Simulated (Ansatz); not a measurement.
Ga2O3 (model structure, started from the A-La2O3 type, P-3m1, No. 164, 5 atoms in the cell), treated with PBEsol (Ansatz, an electronic-structure program, PAW).

Settings: plane-wave cutoff 520 eV, 12×12×8 k mesh (along the axes of the cell as run), Fermi–Dirac smearing 0.01 eV, scalar-relativistic PAW data made under PBE.

Cell (relaxed at this level):

Space group P-3m1 (No. 164); a = b = 2.9933 Å, c = 6.9736 Å, α = β = 90.00°, γ = 120.00°

```csv
atom,site,symmetry,x,y,z
Ga,2d,3m.,0.3333,0.6667,0.2000
O,1a,-3m.,0.0000,0.0000,0.0000
O,2d,3m.,0.6667,0.3333,0.3048
```

Question: What does this level give for the band gap?

Answer: 
band gap: 2.47 eV (direct)

Note: the relaxation could raise the start's symmetry but not lower it, so the cell can be a saddle point; the cell has widely spaced layers and the level no dispersion term, so their spacing and the moduli can rest on weak binding.

Spin–orbit coupling is not included.

The result took very roughly 11 core-seconds.

A model structure was made by putting elements into a prototype or built by hand; it is no filed structure, need not be a known phase, and can be a saddle point held by its symmetry.
